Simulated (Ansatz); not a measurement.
**What pressure 7 GPa does to HfO2**

The reference is HfO₂ in the fluorite structure (space group Fm-3m, No. 225; a = 5.059 Å).

Modification: a hydrostatic pressure of 7 GPa.

All numbers come from Kohn–Sham DFT with the r2SCAN functional, run in Ansatz (a program for electronic structure) with PAW and 500 eV plane waves, no SOC, earlier PAW set. Settings: 11×11×11 k-points, 0.05 eV Fermi–Dirac smearing.

Volume per atom: 10.53 Å³ (base 10.79 Å³)
Density: 11.07 g/cm³ (base 10.80 g/cm³)
Lattice parameter a: 5.018 Å (base 5.059 Å)
Shortest interatomic distance: 2.173 Å (base 2.191 Å)
Enthalpy H = E + PV relative to the base's energy: +0.47 eV/atom
Band gap: 4.37 eV (base 4.30 eV)
Gap character: direct at X (base direct at X)
Mean gap deformation potential ΔEg/Δln V: -2.7 eV
Width of the top valence band: 1.93 eV (base 1.90 eV)
Electron mass: 1.1 mₑ along k, 0.75 mₑ across (at X) (base 1.0 mₑ along k, 0.75 mₑ across (at X))
Hole mass: 0.28 mₑ along k, 2.9 mₑ across (at X) (base 0.28 mₑ along k, 2.9 mₑ across (at X))

Spin-orbit coupling, missing from the scalar runs, can matter with Hf. Load acts through the strain it causes; cell and atoms are relaxed under it. Masses are band curvatures over ±0.01 Å⁻¹ around the edge. Along k means along the line from Γ to the band edge. Whether these cells are dynamically stable was not tested. No other phases were tried under pressure. This is not the structure that HfO2 has at room temperature and ambient pressure.
